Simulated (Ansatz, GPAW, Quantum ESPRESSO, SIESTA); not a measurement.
Code comparison for NbZn3 (Pm-3m, 4 atoms in the cell)

Relaxation of cell and atoms.

```xyz
4
Lattice="3.9100 0.0000 0.0000 0.0000 3.9100 0.0000 0.0000 0.0000 3.9100" Properties=species:S:1:pos:R:3 pbc="T T T"
Nb     0.0000     0.0000     0.0000
Zn     1.9550     0.0000     1.9550
Zn     0.0000     1.9550     1.9550
Zn     1.9550     1.9550     0.0000
```

Shared settings, as Ansatz (an electronic-structure program) writes them: kpoints.mp_grid.grid = 7 7 7; scf.occupations.method = fermi_dirac; scf.occupations.width = 0.1 eV. Potentials and cutoffs stand in the table.

| code | model | final volume (Å³/atom) | cutoff |
|---|---|---|---|
| Quantum ESPRESSO | PBEsol, PSlibrary PAW (PBE) pseudopotentials | 14.43 | 55 Ry |
| GPAW | PBEsol, GPAW PAW datasets PBEsol (made by gpaw-setup) | 14.53 | 850 eV |
| Ansatz | PBEsol, PAW files made with PBE | 14.58 | default |
| SIESTA | GGA PBEsol, numerical atomic orbitals DZP, PseudoDojo PBEsol standard norm-conserving potentials (rewritten from UPF to PSML) | 14.01 | grid 350 Ry |

On Ansatz's run: spin polarisation is off.

The spread over the programs that give each value: final volume within 0.57 Å³/atom.

SIESTA uses small atom-centred bases, whose incompleteness enters pressures, forces and empty levels differently from a plane-wave cutoff. The programs treat the finite-basis stress differently while the cell relaxes: Ansatz adds an estimate of it.

The starting cell comes from a database of computed structures (which also holds hypothetical and non-ambient phases and stackings), without a prior relaxation at this level.

Keys are those of Ansatz 0.2.
